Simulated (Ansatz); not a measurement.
Base system: PbF2 in the fluorite structure (space group Fm-3m, No. 225; a = 6.001 Å).

Computed with PBE, PAW, 420 eV (Ansatz, a first-principles code; no SOC).

Strains are applied to the cell and any free atomic positions relax.

One change was made to it. Results:

The gap character is still indirect, W → X; the energy rises by 34 meV/atom.

**Question.** What was done to the base?
A) isotropic strain −2.50 %
B) isotropic strain −3.00 %
C) isotropic strain +0.50 %

**Answer.** B, isotropic strain −3.00 %. For comparison, the energy relative to the base in the other runs: isotropic strain −2.50 % gives +23 meV/atom; isotropic strain +0.50 % gives +0.8 meV/atom.

Spin-orbit coupling, missing from the scalar runs, can matter with Pb. Gaps are read on the SCF mesh and a high-symmetry path. Stability against distortions was not tested.
